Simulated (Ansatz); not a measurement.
The starting structures come from a database of crystals and need not be the phases stable at ambient conditions.

By PBEsol, the system below comes out a metal.

The ballistic (Sharvin) conductance counts the channels at the Fermi level: G/A = (e²/h) × channels of both spins per area.

Data:

```yaml
crystal:
  lattice:
    - [4.30225, 0.00000, 0.00000]
    - [-2.15112, 3.72586, 0.00000]
    - [2.15112, 1.24195, 1.72195]
  atoms:
    - { symbol: Al, position: [0.00000, 0.00000, 0.00000] }
    - { symbol: Ru, position: [0.00000, 0.50000, 0.50000] }
```

The cell is strained (lengths across the current scaled by 1.02, ions clamped); by PBEsol it stands under a pressure of -9.0 GPa.

The current flows along the normal of the first two printed cell vectors, the (111) (indices of the unstrained crystal) plane of the conventional cell. No spin-orbit coupling; the value is a mean over 0.1 eV about the Fermi level.

Task: Estimate the ballistic conductance per area that PBEsol (Ansatz, a quantum-chemistry and plane-wave program) returns for this system.

Result: 1.4 × 10¹⁵ S/m² for both spins.
